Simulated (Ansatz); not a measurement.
Start from GaP in the zinc blende structure (space group F-43m, No. 216).

```xyz
2
Lattice="0.0000 2.7195 2.7195 2.7195 0.0000 2.7195 2.7195 2.7195 0.0000" Properties=species:S:1:pos:R:3 pbc="T T T"
P      4.0792     4.0792     4.0792
Ga     0.0000     0.0000     0.0000
```

Cartesian axes are those of the cell as printed.

All numbers come from PBEsol (Ansatz, a first-principles code), scalar-relativistic without spin-orbit coupling, earlier PAW set.

For the base:

The valley order comes out as a point along ⟨100⟩, about 1.0 Å⁻¹ from Γ 1.45 eV; L along ⟨111⟩ 1.60 eV; Γ 1.80 eV.

One thing is altered: the cell is stretched by 3.02 % along y with no lateral relaxation; the atoms relax in the strained cell.

How does this affect the valley order and stress?

The valley order (the lowest conduction-band minima on the path, energy above the VBM, named in the base's zone) becomes a point along [001], about 1.0 Å⁻¹ from Γ 1.37 eV; L along [1-1-1] 1.44 eV; Γ 1.49 eV; a point along [010], about 1.0 Å⁻¹ from Γ 1.62 eV (base: a point along ⟨100⟩, about 1.0 Å⁻¹ from Γ 1.45 eV; L along ⟨111⟩ 1.60 eV; Γ 1.80 eV); the stress (xx, yy, zz, yz, xz, xy; compression positive) is (-1.61, -3.93, -1.61, 0.00, 0.00, 0.00) GPa.

Stability against distortions was not tested.
